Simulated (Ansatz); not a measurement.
KTaO3: stress against strain

KTaO3 (cubic perovskite, Pm-3m, 12.345 Å³/atom at rest) under an equal strain ε in the (111) plane with the normal axis free, as in a coherent film. LDA in Ansatz, a plane-wave DFT program (PAW, default set), 420 eV, 8×8×8 Γ-centred mesh, Fermi-Dirac smearing 0.05 eV; ions are relaxed within the symmetry of each cell. Stress is positive for a compressed cell.

Here s stands for strain and y for stress xx.

```
strain (%)  stress xx (GPa)
----------  ---------------
-1.00                  3.82
-0.50                  1.89
0.00                  -0.01
0.50                  -1.86
1.00                  -3.69
2.50                      ?
```

Fit y of the 5 rows that show it with a straight line. Means: s 0, y 0.030. About the means, the sum of products is -9.3850 and the sum of squares of s is 2.5000; the slope is their ratio. Least squares gives y = 0.030 - 3.7540·s. Residuals (row less fit): 0.036, -0.017, -0.040, -0.013, 0.034; standard error 0.039 (degrees of freedom: 3). The slope gives the biaxial elastic modulus of this plane = 375 ± 2 GPa.

Question: Estimate the missing y (s = 2.50); what did the run itself give?

Answer: y = 0.030 - 3.7540 × 2.5 = -9.355 GPa. The calculation gives -8.94 GPa, 0.415 GPa above the prediction (3.3 % of the range of y in the table). The row lies outside the fitted rows, so this is an extrapolation. From the scatter of the fitted rows alone, a prediction at this place has a standard error of 0.075 GPa, so the miss is 5.5 times that.

One order more, fitted to all 11 runs of the series, follows each within 0.01, so the miss is the next term of a smooth law. The primitive cell can neither tilt nor turn polar against its symmetry, as such crystals can under strain. Rows are the converged runs of the series near zero and its far end; series whose fitted rows scatter by over a few per cent of the range, as at a crossing or softening among them, aren't shown in this form. Most that stay on the fit to the last digits aren't either.
